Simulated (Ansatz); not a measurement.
**What biaxial strain −0.83 %, plane normal [111], relaxed out of plane does to AlRu**

Take AlRu in the CsCl type structure (space group Pm-3m, No. 221; a = 2.955 Å; relaxed with 0.1 eV smearing) as the base. Axes: x, y, z lie along the cube axes.

Now apply this change: biaxial strain −0.83 %, plane normal [111], relaxed out of plane (Cartesian); in-plane vectors clamped, the third vector and the atoms free.

The values are results of LDA/PAW in Ansatz (a program for electronic structure), scalar-relativistic without spin-orbit coupling, not measurements. Settings: 19×19×19 k-points, 0.1 eV Fermi–Dirac smearing.

The volume per atom drops by 0.140 Å³ (12.90 Å³ → 12.75 Å³) and the space group goes from Pm-3m (No. 221) to R-3m (No. 166). The energy goes up by 2.6 meV/atom and the band gap stays zero. The out-of-plane strain is +0.57 % and the ratio −ε⊥/ε∥ amounts to 0.69. The mean in-plane stress (compression positive) comes out as +3.9 GPa.

Final structure (turned so that z lies along the plane normal):

```yaml
crystal:
  lattice:
    - [4.14364, 0.00000, 0.00000]
    - [2.07182, 3.58849, 0.00000]
    - [2.07182, -1.19616, 1.71558]
  atoms:
    - { symbol: Al, position: [0.00000, 0.50000, 0.50000] }
    - { symbol: Ru, position: [0.00000, 0.00000, 0.00000] }
```

Cost of the whole job for the changed cell (relaxation, final SCF and bands): roughly 70 core-seconds.

Whether these cells are dynamically stable was not tested. All final runs are without spin polarisation.
